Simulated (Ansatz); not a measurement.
Hypothetical fluorite SnBr2, response to strain

Take SnBr$_{2}$ in the fluorite structure (space group Fm-3m, No. 225; a = 7.1783 Å; a hypothetical phase, not in the database extracts checked) as the base. Axes: x, y, z lie along the cube axes.

Strains are applied to the cell and any free atomic positions relax; under biaxial strain the out-of-plane vector relaxes too.

Computed with PBEsol (Ansatz, a program for electronic structure; PAW; 420 eV plane waves; spin-orbit coupling left out).

Candidates:
(a) isotropic strain −3.46 %
(b) biaxial strain +2.79 %, plane normal [110], relaxed out of plane
(c) uniaxial strain ε_xx = −3.97 %

Notes on the quantities. energy relative to the base: free energy F.

Order them by energy relative to the base, lowest first.

(b) biaxial strain +2.79 %, plane normal [110], relaxed out of plane (+5.8 meV/atom), (c) uniaxial strain ε_xx = −3.97 % (+12 meV/atom), (a) isotropic strain −3.46 % (+44 meV/atom)

A biaxial case was relaxed in a doubled cell and then solved in the primitive one. Whether these cells are dynamically stable was not tested.
